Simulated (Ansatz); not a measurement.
Consider NaF in the rock salt structure (space group Fm-3m, No. 225; a = 4.6291 Å).

Calculations: PBEsol in Ansatz (plane waves to 420 eV, PAW, no SOC).

Before the change:

The electron mass comes out as 0.56 mₑ (at Γ) and the shortest interatomic distance is 2.315 Å.

Perturbation: cell and atoms relaxed at a pressure of 3 GPa.

Problem. What happens to the electron mass, mean gap deformation potential ΔEg/Δln V and shortest interatomic distance?

Solution. The electron mass remains 0.56 mₑ (at Γ); the mean gap deformation potential ΔEg/Δln V is -5.4 eV; the shortest interatomic distance drops by 0.042 Å, from 2.315 Å to 2.273 Å.

Load acts through the strain it causes; cell and atoms are relaxed under it. Effective masses come from finite differences of ±0.01 Å⁻¹. No phonon test of stability was made.

Ansatz is a first-principles code.
